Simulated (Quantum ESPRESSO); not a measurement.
# Short convergence ladders for BaTiO3 (P4mm, 5 atoms in the cell)

```xyz
5
Lattice="3.9701 0.0000 0.0000 0.0000 3.9701 0.0000 0.0000 0.0000 4.0198" Properties=species:S:1:pos:R:3 pbc="T T T"
Ba     0.0000     0.0000     0.0500
Ti     1.9850     1.9850     2.0622
O      1.9850     1.9850     3.9273
O      0.0000     1.9850     1.9576
O      1.9850     0.0000     1.9576
```

Base method: PBE, SSSP 1.1.2 efficiency (PBE) pseudopotentials (plane waves; Quantum ESPRESSO).

Base settings: ecutwfc = 55 Ry; ecutrho = 440 Ry; occupations = smearing; smearing = fermi-dirac; degauss = 0.00147 Ry; K_POINTS = automatic 3 3 3 0 0 0; conv_thr = 1e-10 Ry.

The count of work is k-points × plane waves × bands × iterations; it is no time. 

**The k-point mesh**

The second cell is the first with its lattice scaled by 0.98.

Only quantities that move along the ladder and can be compared are tabulated.

```csv
K_POINTS,free energy less the last step's (meV/atom),energy of the compressed cell less the first (meV/atom),pressure (GPa),largest difference of a force vector from the last step's (eV/Å),gap on the mesh (eV),count of work / last
automatic 2 2 2 0 0 0,124.80,68.24,8.16,2.025,1.598,0.020
automatic 3 3 3 0 0 0,13.70,58.60,6.27,0.386,2.118,0.017
automatic 5 5 4 0 0 0,0.91,57.69,6.10,0.026,2.030,0.047
automatic 6 6 6 0 0 0,0.04,57.64,6.09,0.003,1.858,0.12
automatic 8 8 8 0 0 0,0.00,57.64,6.09,0.000,1.858,0.22
automatic 10 10 10 0 0 0,0.00,57.64,6.09,0.000,1.858,0.31
automatic 11 11 11 0 0 0,0.00,57.64,6.08,0.000,1.904,0.31
automatic 13 13 13 0 0 0,0.00,57.64,6.08,0.000,1.892,0.48
automatic 16 16 16 0 0 0,0.00,57.64,6.09,0.000,1.858,1.0
```

Coarsest K_POINTS that holds the pressure within 0.05 GPa of the last step, with all finer ones: automatic 5 5 4 0 0 0, at 0.047 of the last step's count of work; the step before is off by 0.19 GPa.

Coarsest K_POINTS that holds the energy of the compressed cell less the first within 2 meV/atom of the last step, with all finer ones: automatic 3 3 3 0 0 0, at 0.017 of the last step's count of work; the step before is off by 11 meV/atom.

Coarsest K_POINTS that holds the free energy within 0.5 meV/atom of the last step, with all finer ones: automatic 6 6 6 0 0 0, at 0.12 of the last step's count of work; the step before is off by 0.91 meV/atom.

The energy difference between the two cells stays within 1 meV/atom of the last step's from automatic 3 3 3 0 0 0 on, the total only from automatic 5 5 4 0 0 0 on: much of the error is common to both cells and cancels.

The gap on the mesh jumps up and down from mesh to mesh; it is no smooth measure of convergence.

**The SCF threshold**

The mesh stays at the base's, so the ladder's end is converged at best in this setting alone.

Only quantities that move along the ladder and can be compared are tabulated; the gap is left out on so coarse a mesh.

```csv
conv_thr,free energy less the last step's (meV/atom),largest difference of a force vector from the last step's (eV/Å),count of work / last
0.0073 Ry,5.59,0.105,0.25
0.00073 Ry,0.30,0.032,0.29
7.3e-05 Ry,0.09,0.009,0.38
7.3e-07 Ry,0.00,0.002,0.50
7.3e-09 Ry,0.00,0.000,0.67
1e-10 Ry,0.00,0.000,0.88
7.3e-12 Ry,0.00,0.000,0.96
7.3e-14 Ry,0.00,0.000,1.0
```

Coarsest conv_thr that holds the forces within 0.005 eV/Å of the last step, with all finer ones: 7.3e-07 Ry; the step before is off by 0.009 eV/Å.

Coarsest conv_thr that holds the free energy within 2 meV/atom of the last step, with all finer ones: 0.00073 Ry, at 0.29 of the last step's count of work; the step before is off by 5.6 meV/atom.

On the base run: the starting cell has typed, rounded lattice constants, without a prior relaxation at this level. Its lattice was rescaled by up to half a per cent. One atom was moved a little off its site on purpose. In the base run, with a pressure of about 6 GPa the cell is away from its equilibrium volume at this level. Another mesh or the band path of this cell gives a smaller gap, so this value is not converged in the mesh.
